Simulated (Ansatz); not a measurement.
The starting structures come from a database of crystals and need not be the phases stable at ambient conditions.

 Where the default PAW files enter, the runs use the earlier of Ansatz's two default sets.

By PBEsol, the system below comes out a metal.

Data:

```
Mg2Sn
1.0
    6.02120     0.00000     0.00000
    0.00000     6.02120     0.00000
    3.01060    -3.01060     4.17415
Mg Sn
4 2
Direct
  0.37500   0.87500   0.25000
  0.87500   0.37500   0.75000
  0.37500   0.37500   0.25000
  0.37500   0.37500   0.75000
  0.00000   0.00000   0.00000
  0.75000   0.75000   0.50000
```

Space group of this cell: I4_1/amd. The cell is strained (lengths across the current scaled by 1.02, ions clamped); by PBEsol its mean pressure is -2.8 GPa.

The current flows along the normal of the first two printed cell vectors, the (001) (indices of the unstrained crystal) plane of the conventional cell. No spin-orbit coupling; the value is a mean over 0.1 eV about the Fermi level.

**Question.** Estimate the ballistic conductance per area that Ansatz (a quantum-chemistry and plane-wave program) with PBEsol returns for this system.

**Answer.** 0.77 × 10¹⁵ S/m² for both spins.
